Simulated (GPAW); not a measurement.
## A self-consistent single point of MgAl2C2 (P-3m1, 5 atoms in the cell) with GPAW

Method of the run: PBEsol, GPAW PAW datasets PBEsol (made by gpaw-setup) (plane waves; GPAW 25.7.0).

Input:

```python
from ase import Atoms
from ase.units import GPa
from gpaw import GPAW, PW, FermiDirac

atoms = Atoms(['Mg', 'Al', 'Al', 'C', 'C'],
              cell=[[3.346911, 0.000000, 0.000000],
                    [-1.673455, 2.898510, 0.000000],
                    [0.000000, 0.000000, 5.748594]],
              scaled_positions=[[0.000000, 0.000000, 0.000000],
                                [0.666667, 0.333333, 0.350010],
                                [0.333333, 0.666667, 0.649990],
                                [0.333333, 0.666667, 0.270080],
                                [0.666667, 0.333333, 0.729920]],
              pbc=True)

calc = GPAW(mode=PW(900),
            xc='PBEsol',
            kpts={'size': (8, 8, 4), 'gamma': True},
            occupations=FermiDirac(0.0),
            nbands=-8,
            convergence={'density': 1e-05, 'bands': -6},
            symmetry={'symmorphic': False, 'tolerance': 0.0005},
            maxiter=120,
            txt='-')

atoms.calc = calc

energy = atoms.get_potential_energy()
print('Energy (eV):', round(energy, 6))
forces = atoms.get_forces()
print('Forces (eV/Ang):')
print(forces.round(5))
stress = atoms.get_stress()
print('Stress (GPa, Voigt):', (stress / GPa).round(4))
```

The program printed (abridged):

```
Input parameters:
  convergence: {bands: -6,
                density: 1e-05}
  kpts: {gamma: True,
         size: (8, 8, 4)}
  maxiter: 120
  mode: {ecut: 900.0000000000001,
         name: pw}
  nbands: -8
  occupations: {fixmagmom: False,
                name: fermi-dirac,
                width: 0.0}
  symmetry: {symmorphic: False,
             tolerance: 0.0005}
  xc: PBEsol

species:
  Mg:
    name: Magnesium
    Z: 12.0
    valence: 10
    core: 2
    charge: 0.0
    file: Mg.PBEsol.gz

    # Using partial waves for Mg as LCAO basis

  Al:
    name: Aluminium
    Z: 13.0
    valence: 3
    core: 10
    charge: 0.0
    file: Al.PBEsol.gz

    # Using partial waves for Al as LCAO basis

  C:
    name: Carbon
    Z: 6.0
    valence: 4
    core: 2
    charge: 0.0
    file: C.PBEsol.gz

    # Using partial waves for C as LCAO basis

Reference energy: -20663.864716  # eV

Spin-paired calculation

Convergence criteria:
 Maximum [total energy] change in last 3 cyles: 0.0005 eV / valence electron
 Maximum integral of absolute [dens]ity change: 1e-05 electrons / valence electron
 Maximum integral of absolute [eigenst]ate change: 4e-08 eV^2 / valence electron
 Maximum number of scf [iter]ations: 120

Symmetries present (total): 12
Symmetries with fractional translations: 0
256 k-points: 8 x 8 x 4 Monkhorst-Pack grid + [1/16,1/16,1/8]
35 k-points in the irreducible part of the Brillouin zone
       k-points in crystal coordinates                weights
   0:     0.00000000    0.00000000    0.00000000          1/256
   1:     0.00000000    0.00000000    0.25000000          2/256
   2:     0.00000000    0.00000000    0.50000000          1/256
   [... 7 lines left out ...]
          ...
  34:     0.50000000    0.50000000    0.50000000          3/256

Wave functions: Plane wave expansion
  Cutoff energy: 900.000 eV
  Number of coefficients (min, max): 3394, 3443
  Pulay-stress correction: 0.000000 eV/Ang^3 (de/decut=0.000000)

Occupation numbers: # Zero width

Eigensolver

Densities:
  Coarse grid: 24*24*40 grid
  Fine grid: 48*48*80 grid
  Total Charge: 0.000000

Density mixing:
  Method: separate
  Backend: pulay
  Linear mixing parameter: 0.05
  old densities: 5
  Damping of long wavelength oscillations: 50

Hamiltonian:
  XC and Coulomb potentials evaluated on a 48*48*80 grid
  External potential:
    NoExternalPotential

XC parameters: PBEsol with 2 nearest neighbor stencil

Number of atoms: 5
Number of atomic orbitals: 24
Number of bands in calculation: 20
Number of valence electrons: 24
Bands to converge: 14

Density initialized from atomic densities
  20 bands from LCAO basis set

Atomic positions and initial magnetic moments

Positions:
   0 Mg     0.000000    0.000000    0.000000    ( 0.0000,  0.0000,  0.0000)
   1 Al     1.673457    0.966169    2.012065    ( 0.0000,  0.0000,  0.0000)
   2 Al    -0.000001    1.932341    3.736529    ( 0.0000,  0.0000,  0.0000)
   3 C     -0.000001    1.932341    1.552580    ( 0.0000,  0.0000,  0.0000)
   4 C      1.673457    0.966169    4.196014    ( 0.0000,  0.0000,  0.0000)

Unit cell:
           periodic     x           y           z      points  spacing
  1. axis:    yes    3.346911    0.000000    0.000000    24     0.1208
  2. axis:    yes   -1.673455    2.898510    0.000000    24     0.1208
  3. axis:    yes    0.000000    0.000000    5.748594    40     0.1437

  Lengths:   3.346911   3.346911   5.748594
  Angles:   90.000000  90.000000 119.999992

Effective grid spacing dv^(1/3) = 0.1343

     iter     time        total  log10-change:
                         energy   eigst   dens
iter:   1 --:--:--   -33.206451   +0.47
iter:   2 --:--:--   -32.326620   -0.51  -0.72
iter:   3 --:--:--   -29.679841   -0.48  -0.77
iter:   4 --:--:--   -29.674169   -1.12  -1.19
iter:   5 --:--:--   -29.623161   -1.54  -1.35
iter:   6 --:--:--   -29.620794   -3.02  -2.09
iter:   7 --:--:--   -29.623909c  -2.92  -2.21
iter:   8 --:--:--   -29.619957c  -2.77  -2.19
iter:   9 --:--:--   -29.618050c  -3.99  -2.43
iter:  10 --:--:--   -29.618891c  -4.12  -2.68
iter:  11 --:--:--   -29.617495c  -3.66  -2.55
iter:  12 --:--:--   -29.617494c  -5.91  -3.43
iter:  13 --:--:--   -29.617499c  -5.73  -3.52
iter:  14 --:--:--   -29.617486c  -5.79  -3.55
iter:  15 --:--:--   -29.617485c  -6.66  -4.10
iter:  16 --:--:--   -29.617485c  -8.41c -4.40
iter:  17 --:--:--   -29.617485c  -6.90  -4.45
iter:  18 --:--:--   -29.617485c  -7.22  -4.27
iter:  19 --:--:--   -29.617485c  -8.08c -5.04c

Converged after 19 iterations.

Dipole moment: (0.000000, -0.000000, -0.000000) |e|*Ang

Energy contributions relative to reference atoms: (reference = -20663.864716)

Kinetic:        +35.605392
Potential:      -25.713711
External:        +0.000000
XC:             -39.469249
Entropy (-ST):   +0.000000
Local:           -0.039916
SIC:             +0.000000
--------------------------
Free energy:    -29.617485
Extrapolated:   -29.617485

Showing only first 2 kpts
 Kpt  Band  Eigenvalues  Occupancy
  0    10      7.05821    2.00000
  0    11      7.05823    2.00000
  0    12     10.77935    0.00000
  0    13     11.98859    0.00000

  1    10      6.96443    2.00000
  1    11      6.96446    2.00000
  1    12     11.44240    0.00000
  1    13     12.43244    0.00000

Fermi level: 8.13714

Gap: 1.797 eV
Transition (v -> c):
  (s=0, k=4, n=11, [0.12, 0.00, 0.00]) -> (s=0, k=33, n=12, [0.50, 0.50, 0.25])
Direct/indirect transitions are different
Direct gap: 2.975 eV
Transition at: (s=0, k=20, n=11, [0.38, 0.00, 0.25])
Energy (eV): -29.617485

Forces in eV/Ang:
  0 Mg   -0.00000    0.00000    0.00000
  1 Al    0.00000   -0.00000    0.00560
  2 Al    0.00000    0.00000   -0.00560
  3 C    -0.00000   -0.00000   -0.20776
  4 C     0.00000    0.00000    0.20776

Stress tensor:
    -0.031408     0.000000     0.000000
     0.000000    -0.031408    -0.000000
     0.000000    -0.000000    -0.016893
Stress (GPa, Voigt): [-5.0321 -5.0321 -2.7066 -0.      0.      0.    ]
```

The run converged in 19 iterations. GPAW prints stress with tension positive.

At such cutoffs GPAW's stress carries a finite-basis (Pulay) error, which enters relaxed cells too; its log prints stress with tension positive.

The starting cell comes from a database of computed structures (which also holds hypothetical and non-ambient phases and stackings), without a prior relaxation at this level. Its lattice was rescaled by a random factor within 2.5 % of one.

Cost on one core of a shared machine: roughly 2 min.
